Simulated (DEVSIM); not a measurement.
Structure: Schottky contact on n-type ZnO, at 350 K.

Layer 1 from the left is ZnO, thickness (μm) 1.60, Nd (cm⁻³) 2.9e16, τn (s) 1.5e-8, τp (s) 1.5e-8.

Left contact: Schottky, work function 5.82 eV, emission velocity 4.5e6 cm/s. Right contact: ohmic. Voltage is applied to the left contact. Recombination: SRH at mid-gap, Auger. Mobility is constant in doping.

Constants are typed, rounded textbook-type inputs, not results; the design itself was drawn at random and stands for no fabricated device. Values at 300 K; Nc and Nv go as T^1.5, mobilities as T to minus their exponent, the gap by Varshni's rule with the affinity fixed.

ZnO: gap (eV) 3.37, affinity (eV) 4.5, permittivity 8.7, Nc (cm⁻³) 3.7e18, Nv (cm⁻³) 1.8e19, μn (cm²/Vs) 200, μp (cm²/Vs) 20, T exponent of μn 1.5, T exponent of μp 1.5, Cn (cm⁶/s) 1e-31, Cp (cm⁶/s) 1e-31, Varshni α (eV/K) 0.00055, Varshni β (K) 900.

Model (solved in DEVSIM): 1D drift-diffusion, Boltzmann statistics, complete ionisation; no tunnelling, impact ionisation, image-force lowering or self-heating. Metal contacts follow the ideal Schottky-Mott rule: no Fermi-level pinning, no interface dipoles.

Dark forward current:

| |V| (V) | |J| (A/cm²) |
|---|---|
| 0.05 | 1.123e-12 |
| 0.10 | 6.979e-12 |
| 0.15 | 3.754e-11 |
| 0.20 | 1.970e-10 |
| 0.25 | 1.029e-9 |
| 0.30 | 5.363e-9 |
| 0.35 | 2.794e-8 |
| 0.40 | 1.455e-7 |
| 0.45 | 7.566e-7 |
| 0.50 | 3.932e-6 |
| 0.55 | 2.041e-5 |
| 0.60 | 0.0001058 |
| 0.65 | 0.0005473 |
| 0.70 | 0.002825 |
| 0.75 | 0.01453 |
| 0.80 | 0.07443 |
| 0.85 | 0.3782 |
| 0.90 | 1.888 |
| 0.95 | 8.940 |
| 1.00 | 36.11 |
| 1.05 | 106.5 |
| 1.10 | 224.8 |
| 1.15 | 377.1 |
| 1.20 | 550.4 |
| 1.25 | 736.9 |
| 1.30 | 932.2 |

Task: Work out the local ideality factor n = ΔV / (kT/q · ln(J2/J1)) between the rows 0.15 and 0.20 V, 1.25 and 1.30 V.

Result: kT/q = 30.16 mV. From 0.15 to 0.20 V: ln(1.970e-10/3.754e-11) = 1.658, n = 1.00, near the 1 of diffusion or emission over a barrier. From 1.25 to 1.30 V: ln(932.2/736.9) = 0.235, n = 7.05; the layers' resistance at their doping, Σ W/(qμN) = 0.00022 Ω cm², would take 42 mV of this step of 50 mV.

Task: Estimate the current at 0.50 V for emission alone, J0 = q v N_band exp(−φB/kT), and read the barrier back from the simulated current.

Result: φB = 1.320 eV, N_band = 4.66e18 cm⁻³, J0 = 3.30e-13 A/cm²; J = J0 (exp(qV/kT) − 1) = 5.23e-6 A/cm². The simulation gives 3.93e-6 A/cm²; the estimate lies 33 % above. Read backwards, the simulated current gives an apparent barrier of 1.329 eV. The estimate leaves out transport through the depletion region and minority injection.
